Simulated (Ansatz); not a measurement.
Take Al in the fcc (Cu type) structure (space group Fm-3m, No. 225; a = 3.994 Å; relaxed with 0.1 eV smearing) as the base. Axes: x, y, z lie along the cube axes.

All numbers come from r2SCAN/PAW in Ansatz (an electronic-structure program), no spin-orbit coupling.

Modification: the cell is stretched by 1.50 % along z with no lateral relaxation, atoms relaxed at fixed cell.

### Question
Predict the stress tensor and what it implies for the stiffness.

### Answer
Stress of the strained cell less that of the base (GPa, compression positive):
```
   -1.0     0.0     0.0
    0.0    -1.0     0.0
    0.0     0.0    -1.9
```

Then −Δσ_ii/ε with ε = 0.0150 gives secant stiffness values (nonlinear terms included at this strain): C33 ≈ 126 GPa, C13 ≈ 68 GPa and C23 ≈ 68 GPa.

Stability against distortions was not tested.
